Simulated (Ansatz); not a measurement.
## A computed series for TiO2: response to strain

Start from TiO2 in the anatase structure (space group I4_1/amd, No. 141; a = 3.799 Å, c = 9.701 Å).

Strains are applied to the cell and any free atomic positions relax.

The values are results of PBE in Ansatz (plane waves to 420 eV, PAW, spin-orbit coupling left out), not measurements.

Notes on the quantities. pressure: mean of the normal stresses, compression positive; energy relative to the base: free energy F.

```csv
case,volume per atom,pressure,energy relative to the base
base,11.67 Å³,0.00 GPa,0 meV/atom
isotropic strain +0.60 %,11.88 Å³,-3.24 GPa,+2.2 meV/atom
isotropic strain +1.20 %,12.09 Å³,-6.20 GPa,+8.5 meV/atom
isotropic strain +1.80 %,12.31 Å³,-8.91 GPa,+19 meV/atom
isotropic strain +2.40 %,12.53 Å³,-11.36 GPa,+33 meV/atom
isotropic strain +3.00 %,12.75 Å³,-13.61 GPa,+50 meV/atom
```

Stability against distortions was not tested. All final runs are without spin polarisation.

Ansatz is a quantum-chemistry and plane-wave program.
